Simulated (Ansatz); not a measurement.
MoSe2, pressure series

Consider MoSe2 in the 2H-MoS2 type structure (space group P6_3/mmc, No. 194; a = 3.2770 Å, c = 12.7310 Å; layered, stacked along the Cartesian z axis).

Cell and atoms are relaxed at each pressure.

Level of theory: PBE-D3(BJ) in Ansatz (plane waves to 420 eV, PAW, no spin-orbit coupling), earlier PAW set.

Task: Only one of these keeps a band gap. Which?
A. pressure 100 GPa
B. pressure 50 GPa
C. pressure 3 GPa
D. pressure 30 GPa

Result: C, pressure 3 GPa. Computed: pressure 3 GPa: 0.57 eV; pressure 50 GPa: zero; pressure 30 GPa: zero; pressure 100 GPa: zero

A case with no gap was solved on a k-mesh chosen for an insulator, which is coarse for it. Load acts through the strain it causes; cell and atoms are relaxed under it. Stability against distortions was not tested. No other phases were tried under pressure. The final runs are not spin-polarised. A zero or small gap of MoSe2 under pressure 30 GPa can be the functional's error rather than a property of the material.

Ansatz is an electronic-structure program.
